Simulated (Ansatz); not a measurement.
The starting structures come from a database of crystals and need not be the phases stable at ambient conditions.

 Where the default PAW files enter, the runs use the earlier of Ansatz's two default sets.

Tunnelling through a barrier is set by its complex band structure: the current falls as exp(−2κd) with the smallest κ.

Input:

```
CELL_PARAMETERS angstrom
      6.24641     0.00000     0.00000
      0.77062     6.36568     0.00000
      2.49437    -0.30197     3.04430
ATOMIC_POSITIONS crystal
  Rb 0.79601 0.30141 0.45399
  Rb 0.20399 0.69859 0.54601
  H  0.66363 0.86950 0.78666
  H  0.33637 0.13050 0.21334
  H  0.33637 0.13050 0.61392
  H  0.66363 0.86950 0.38608
  N  0.71033 0.76810 0.53967
  N  0.28967 0.23190 0.46033
```

Space group of this cell: P2_1/m. The cell is taken as given.

Transport runs along the normal of the first two printed cell vectors.

No gap correction and no spin-orbit coupling; mid-gap values are interpolated between computed energies.

Predict the band gap and the smallest decay constant κ at mid-gap from r2SCAN run with Ansatz (an electronic-structure program).

Gap 2.57 eV on a 10×6×10 mesh; κ = 0.300 1/Å, at the zone centre.
